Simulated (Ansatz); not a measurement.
Data:

End structure of a constructed model of the (000-1) surface of 4H silicon carbide, C-terminated, (√3x√3)R30° Ge adatom at T4 (bottom of the slab: 3 H on 3 bottom sites):

```xyz
28
Lattice="4.6411 2.6796 0.0000 -4.6411 2.6796 0.0000 0.0000 0.0000 27.5000" Properties=species:S:1:pos:R:3 pbc="T T T"
Si    -1.5470     0.8932     9.4862
Si     1.5470     0.8932     9.4862
Si     0.0000     3.5727     9.4862
C      0.0000     0.0000    10.1204
C     -1.5470     2.6796    10.1204
C      1.5470     2.6796    10.1204
Si     0.0000     0.0000    12.0281
Si    -1.5470     2.6796    12.0092
Si     1.5470     2.6796    12.0092
C     -3.0815     1.7791    12.6423
C      0.0000     1.8010    12.6423
C      3.0815     1.7791    12.6423
Si    -3.0582     1.7656    14.5514
Si     0.0000     1.8279    14.5514
Si     3.0582     1.7656    14.5514
C      0.0000     0.0000    15.0256
C     -1.5470     2.6796    15.2440
C      1.5470     2.6796    15.2440
Si     0.0000     0.0000    16.8455
Si    -1.5470     2.6796    17.2469
Si     1.5470     2.6796    17.2469
C     -1.4516     0.8381    17.7092
C      1.4516     0.8381    17.7092
C      0.0000     3.6829    17.7092
H     -1.5464     0.8928     7.9863
H      1.5464     0.8928     7.9863
H      0.0000     3.5735     7.9863
Ge     0.0000     0.0000    19.1737
```

Set-up: 28 atoms, 11.5 Å thick at the start with caps and adatoms (thin: gaps and levels are the slab's own); mesh 6x6x1; 0.025 eV smearing; dipole correction on; single point; on the structure that PBE left under its start's symmetry; spin-polarised, ending with about 1.0 μB a cell; orders that need a larger cell were not tried, no spin-orbit, no U. The program's check for a lower electronic state was not made. In PBE it lies 0.02 eV a 1x1 cell over the lowest computed structure of the same composition ((√3x√3)R30° Ge adatom at H3).

### Question
What highest filled level below the top vacuum level does r2SCAN, at the PBE geometry and the start's symmetry in Ansatz (a quantum-chemistry and plane-wave program) give?

### Answer
5.07 eV

### Question
Predict the gap of the slab on its k-mesh from r2SCAN, at the PBE geometry and the start's symmetry.

### Answer
0.38 eV
